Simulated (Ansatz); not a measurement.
## MoSi2, response to strain

Take MoSi2 (space group I4/mmm, No. 139; a = 3.217 Å, c = 7.875 Å; relaxed with 0.1 eV smearing) as the base. Axes: x, y, z lie along a, b, c of the conventional cell.

Strains are applied to the cell and any free atomic positions relax; under biaxial strain the out-of-plane vector relaxes too.

All numbers come from PBE in Ansatz (plane waves to 420 eV, PAW, no spin-orbit coupling).

| biaxial strain, plane normal [001], relaxed out of plane (%) | out-of-plane strain (%) |
|---|---|
| 0 | 0.00 |
| 0.5 | ? |
| 1 | -0.35 |
| 1.5 | -0.51 |
| 2 | -0.66 |
| 2.5 | -0.81 |
| 3 | -0.96 |

### Question
Fit ε⊥ = −νε + γε² (strains in %) to the rows shown and predict the withheld row.

### Answer
Least squares on the printed values gives ν = 0.36 (the biaxial Poisson response) and γ = 0.013 (largest residual 0.00 %); this predicts -0.18 %, and the run gives -0.18 %, in agreement.

No phonon test of stability was made. The final runs are not spin-polarised.

Ansatz is a first-principles code.
